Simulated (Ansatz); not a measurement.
Where the default PAW files enter, the runs use the earlier of Ansatz's two default sets.

Tunnelling through a barrier is set by its complex band structure: the current falls as exp(−2κd) with the smallest κ.

Given:

```
La2O3
1.0
    3.85216     0.00000     0.00000
   -1.92608     3.33607     0.00000
    0.00000     0.00000     5.98971
La O
2 3
Cartesian
  1.92608   1.11203   4.51480
  0.00000   2.22405   1.47491
  1.92608   1.11203   2.12102
  0.00000   2.22405   3.86869
  0.00000   0.00000   0.00000
```

Space group of this cell: P-3m1. The cell is strained (all lengths scaled by 0.98); by r2SCAN its mean pressure is 10.4 GPa.

Transport runs along the normal of the first two printed cell vectors, the (001) plane of the conventional cell.

The gap is the functional's own, uncorrected, and κ follows it; spin-orbit coupling is left out. Mid-gap values are interpolated between the computed energies.

Question: State the band gap and the smallest decay constant κ at mid-gap according to r2SCAN (Ansatz, a program for electronic structure).

Answer: Gap 4.21 eV on a 12×12×6 mesh; κ = 0.426 1/Å, at (0.500, 0.000) of the in-plane reciprocal vectors. At the zone centre, at the nearest computed energy, the slowest state has κ = 0.44 1/Å.
